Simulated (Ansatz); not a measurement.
# A computed series for hypothetical zinc blende LuP: response to strain

The reference is LuP in the zinc blende structure (space group F-43m, No. 216; a hypothetical phase, not in the database extracts checked).

```
CELL_PARAMETERS angstrom
      0.00000     3.08031     3.08031
      3.08031     0.00000     3.08031
      3.08031     3.08031     0.00000
ATOMIC_POSITIONS crystal
  P  0.75000 0.75000 0.75000
  Lu 0.00000 0.00000 0.00000
```

Cartesian axes are those of the cell as printed.

Strains are applied to the cell and any free atomic positions relax.

Level of theory: Kohn–Sham DFT with the PBE functional, run in Ansatz (a program for electronic structure) with PAW and 420 eV plane waves, no spin-orbit coupling.

Candidates:
(a) isotropic strain −2.62 %
(b) strain tensor (xx, yy, zz, yz, xz, xy) = (+0.99, −1.94, −0.58, +0.15, −1.68, −1.40) %
(c) isotropic strain +0.65 %

Notes on the quantities. energy relative to the base: free energy F.

Problem. Order them by energy relative to the base, lowest first.

Solution. (c) isotropic strain +0.65 % (+2.0 meV/atom), (b) strain tensor (xx, yy, zz, yz, xz, xy) = (+0.99, −1.94, −0.58, +0.15, −1.68, −1.40) % (+4.1 meV/atom), (a) isotropic strain −2.62 % (+36 meV/atom)

No phonon test of stability was made.
